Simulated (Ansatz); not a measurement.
We consider C11b MoSi2, described by PBE-D4 (PAW; Ansatz, a first-principles code).

Settings: plane-wave cutoff 520 eV, 24×24×24 k mesh, Fermi–Dirac smearing 0.05 eV, no spin polarisation, scalar-relativistic PAW data made under PBE.

Response to compression and expansion:

Shape and atoms are relaxed at each volume.

```
V (Å³/atom)  P (GPa)  c (Å)  a (Å)
-----------  -------  -----  -----
12.660          9.83  7.715  3.138
12.924          4.65  7.760  3.161
13.188          0.00  7.804  3.184
13.452         -4.17  7.849  3.207
13.715         -7.91  7.893  3.229
```

Note: the bulk modulus comes from volumes at which shape and atoms were relaxed.
